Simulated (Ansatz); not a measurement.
Base system: YSi in the rock salt structure (space group Fm-3m, No. 225; a = 5.834 Å; a hypothetical phase, not in the database extracts checked).

Computed with DFT with r2SCAN, PAW potentials and a 500 eV plane-wave cutoff in Ansatz (a program for electronic structure), no spin-orbit coupling.

Before the change:

- Band gap: zero
- Lattice parameter a: 5.834 Å

Perturbation: every Y is replaced by Ca, then cell and atoms are relaxed.

What happens to the band gap and lattice parameter a?

The band gap is still zero; the lattice parameter a rises by 0.232 Å, from 5.834 Å to 6.066 Å.

No phonon test of stability was made. As relaxed here, CaSi is a hypothetical phase, not in the database extracts checked. The final runs are not spin-polarised. An odd electron count without spin: YSi. YSi has a high density of states at the Fermi level and may be magnetic at this level.
